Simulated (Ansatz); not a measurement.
We consider BaMgF4 (Cmc2₁, No. 36, 12 atoms in the cell; start COD 2104453), described by r²SCAN (plane waves, PAW; Ansatz, a program for electronic structure).

Run with plane-wave cutoff 560 eV, 8×8×6 k mesh (along the axes of the cell as run), Fermi–Dirac smearing 0.01 eV, scalar-relativistic PAW data made under PBE.

Cell (relaxed at this level):

```cif
data_Ba2F8Mg2
_chemical_formula_sum 'Ba2 Mg2 F8'
_space_group_name_H-M_alt 'P 1'
_space_group_IT_number 1
_cell_length_a 7.52694
_cell_length_b 7.52694
_cell_length_c 5.81886
_cell_angle_alpha 90.000
_cell_angle_beta 90.000
_cell_angle_gamma 148.203
loop_
_space_group_symop_operation_xyz
  'x, y, z'
loop_
_atom_site_label
_atom_site_type_symbol
_atom_site_fract_x
_atom_site_fract_y
_atom_site_fract_z
_atom_site_occupancy
Ba1 Ba 0.85206 0.14794 0.03742 1
Ba2 Ba 0.14794 0.85206 0.53742 1
Mg1 Mg 0.41414 0.58586 0.50086 1
Mg2 Mg 0.58586 0.41414 0.00086 1
F1 F 0.92097 0.07903 0.49208 1
F2 F 0.07903 0.92097 0.99208 1
F3 F 0.47533 0.52467 0.19116 1
F4 F 0.52467 0.47533 0.69116 1
F5 F 0.33310 0.66690 0.76549 1
F6 F 0.66690 0.33310 0.26549 1
F7 F 0.30391 0.69609 0.30379 1
F8 F 0.69609 0.30391 0.80379 1
```

Predict the band gap.


- band gap = 8.00 eV (on the SCF k mesh)

Note: the relaxation could not lower the start's symmetry, so the cell can be a saddle point above a distorted one.

Spin–orbit coupling is not included.

Static lattice: no zero-point or thermal effects.

Cost on a shared machine: very roughly 18 core-minutes.
